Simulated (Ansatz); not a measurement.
Start from AlRu in the CsCl type structure (space group Pm-3m, No. 221).

```
CELL_PARAMETERS angstrom
      2.98252     0.00000     0.00000
      0.00000     2.98252     0.00000
      0.00000     0.00000     2.98252
ATOMIC_POSITIONS crystal
  Al 0.00000 0.00000 0.00000
  Ru 0.50000 0.50000 0.50000
```

Cartesian axes are those of the cell as printed.

The values are results of DFT with r2SCAN, PAW potentials and a 500 eV plane-wave cutoff in Ansatz (a program for electronic structure), scalar-relativistic without spin-orbit coupling, not measurements.

Before the change:

The pressure is 0.0 GPa and the shortest interatomic distance is 258.3 pm.

Modification: the cell is stretched by 2.37 % along z with no lateral relaxation, atoms relaxed at fixed cell.

Q: Estimate the effect on the energy relative to the base.

A: The energy grows by 7.6 meV/atom.

Q: What does the calculation give for the pressure after the change?

A: The pressure (mean of the normal stresses, compression positive) goes from zero to -4.9 GPa.

Q: What happens to the shortest interatomic distance?

A: The shortest interatomic distance rises by 2.1 pm to 260.4 pm.

Without a gap, meshes like the base's 16×16×16 leave anisotropic stresses uncertain by several tenths of a GPa, and small strain energies with them. The cells carry an imposed strain or load. Stability against distortions was not tested. All final runs are without spin polarisation.
